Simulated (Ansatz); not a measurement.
A computed series for BeS: response to strain

Base system: BeS in the zinc blende structure (space group F-43m, No. 216; a = 4.8761 Å).

Strains are applied to the cell and any free atomic positions relax.

All numbers come from PBE (Ansatz, a program for electronic structure), spin-orbit coupling left out.

Notes on the quantities. energy relative to the base: free energy F.

```csv
isotropic strain (%),energy relative to the base (meV/atom)
-2.5,25.4
-1.5,8.9
-1,3.9
-0.5,?
0,0.0
0.5,0.9
1,3.7
1.5,8.2
2,14.3
```

### Question
Fit ΔE = Aε² + Bε³ (ε in %) to the rows shown and predict the withheld row.

### Answer
Least squares on the printed values gives A = 3.79 and B = -0.11 meV/atom (largest residual 0.0 meV/atom); this predicts 1.0 meV/atom, and the run gives 1.0 meV/atom, in agreement.

Whether these cells are dynamically stable was not tested.
